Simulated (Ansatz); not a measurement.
Take TiO₂ in the anatase structure (space group I4_1/amd, No. 141; a = 3.778 Å, c = 9.589 Å) as the base. Axes: x, y, z lie along a, b, c of the conventional cell.

The values are results of Ansatz (a first-principles code), r2SCAN, PAW, cutoff 500 eV, scalar-relativistic without spin-orbit coupling, earlier PAW set, not measurements.

Base values:

The band gap is 2.53 eV. The smallest direct gap is 2.87 eV and the shortest interatomic distance comes out as 1.933 Å.

Perturbation: uniaxial stress, 1 GPa compression along x; all other stress components relax to zero.

Task: Estimate the effect on the band gap, smallest direct gap, strain response and shortest interatomic distance.

Result: The band gap increases by 0.02 eV, from 2.53 eV to 2.55 eV; the smallest direct gap grows by 0.01 eV (2.87 eV → 2.88 eV); the strain response (xx, yy, zz) amounts to (−0.41, +0.07, +0.25) %; the shortest interatomic distance decreases by 0.006 Å (1.933 Å → 1.927 Å).

Stability under load was not tested beyond the relaxation. All final runs are without spin polarisation.
